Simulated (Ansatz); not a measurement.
## Converging the k-point mesh: MoS₂ (R3m, 3 atoms in the cell)

```yaml
crystal:
  lattice:
    - [1.60286, 0.92541, 6.35696]
    - [-1.60286, 0.92541, 6.35696]
    - [0.00000, -1.85083, 6.35696]
  atoms:
    - { symbol: Mo, position: [0.00262, 0.00262, 0.00262] }
    - { symbol: S, position: [0.24885, 0.24885, 0.24885] }
    - { symbol: S, position: [0.75115, 0.75115, 0.75115] }
```

Method: PBEsol, default PAW files made with PBE (plane waves; Ansatz, a quantum-chemistry and plane-wave program).

Base settings: basis.ecutwfc = 30.9 Ry; kpoints.mp_grid.grid = 12 12 12; hamiltonian.xc = pbesol; hamiltonian.pseudopotentials = {kind: paw} (the program's default PAW files); scf.occupations.method = fermi_dirac; scf.occupations.width = 0.0073 Ry.

The second cell is the first with its lattice scaled by 0.98.

Only quantities that move along the ladder and can be compared are tabulated.

The count of work is k-points × plane waves × bands × iterations; it is no time. Core times come from one kind of shared machine, to one figure; runs under 30 s give none.

The starting cell comes from a database of computed structures (which also holds hypothetical and non-ambient phases and stackings), without a prior relaxation at this level. Its lattice was rescaled by up to half a per cent. One atom was moved a little off its site on purpose. Spin polarisation is off. In the base run, with a pressure of about -7 GPa the cell is away from its equilibrium volume at this level. In the base run, forces exceed 1 eV/Å. Ansatz's pressure includes its estimate of the finite-basis (Pulay) stress.

| kpoints.mp_grid.grid | free energy less the last step's (meV/atom) | energy of the compressed cell less the first (meV/atom) | pressure (GPa) | largest difference of a force vector from the last step's (eV/Å) | count of work / last | core time / last (rough) |
|---|---|---|---|---|---|---|
| 2 2 2 | 185.09 | -25.38 | -7.33 | 0.069 | 0.0018 | – |
| 3 3 3 | -12.68 | -19.98 | -6.74 | 0.762 | 0.0020 | – |
| 4 4 4 | 37.24 | -20.99 | -6.76 | 0.159 | 0.0050 | – |
| 5 5 5 | 5.81 | -27.11 | -7.59 | 0.154 | 0.0063 | – |
| 6 6 6 | -6.82 | -26.50 | -7.57 | 0.022 | 0.011 | – |
| 7 7 7 | 0.71 | -24.34 | -7.28 | 0.055 | 0.015 | – |
| 8 8 8 | 3.26 | -25.20 | -7.37 | 0.013 | 0.022 | – |
| 9 9 9 | -0.04 | -26.07 | -7.50 | 0.015 | 0.028 | – |
| 10 10 10 | -1.35 | -25.89 | -7.49 | 0.014 | 0.039 | – |
| 11 11 11 | -0.03 | -25.63 | -7.44 | 0.010 | 0.049 | – |
| 12 12 12 | 0.36 | -25.82 | -7.46 | 0.002 | 0.063 | – |
| 13 13 13 | -0.12 | -25.95 | -7.48 | 0.004 | 0.077 | – |
| 14 14 14 | -0.23 | -25.86 | -7.47 | 0.002 | 0.096 | – |
| 15 15 15 | 0.02 | -25.80 | -7.46 | 0.002 | 0.11 | – |
| 19 19 19 | 0.01 | -25.84 | -7.47 | 0.000 | 0.22 | 0.2 |
| 23 23 23 | 0.00 | -25.84 | -7.47 | 0.000 | 0.38 | 0.4 |
| 26 26 26 | 0.00 | -25.84 | -7.47 | 0.000 | 0.55 | 0.5 |
| 32 32 32 | 0.00 | -25.84 | -7.47 | 0.000 | 1.0 | 1 |

Coarsest kpoints.mp_grid.grid that holds the forces within 0.005 eV/Å of the last step, with all finer ones: 12 12 12, at 0.063 of the last step's count of work; the step before is off by 0.010 eV/Å.

Coarsest kpoints.mp_grid.grid that holds the energy of the compressed cell less the first within 1 meV/atom of the last step, with all finer ones: 8 8 8, at 0.022 of the last step's count of work; the step before is off by 1.5 meV/atom.

Coarsest kpoints.mp_grid.grid that holds the pressure within 0.5 GPa of the last step, with all finer ones: 5 5 5, at 0.0063 of the last step's count of work; the step before is off by 0.71 GPa.

The energy difference between the two cells stays within 1 meV/atom of the last step's from 8 8 8 on, the total only from 11 11 11 on: much of the error is common to both cells and cancels.

Keys are those of Ansatz 0.2.
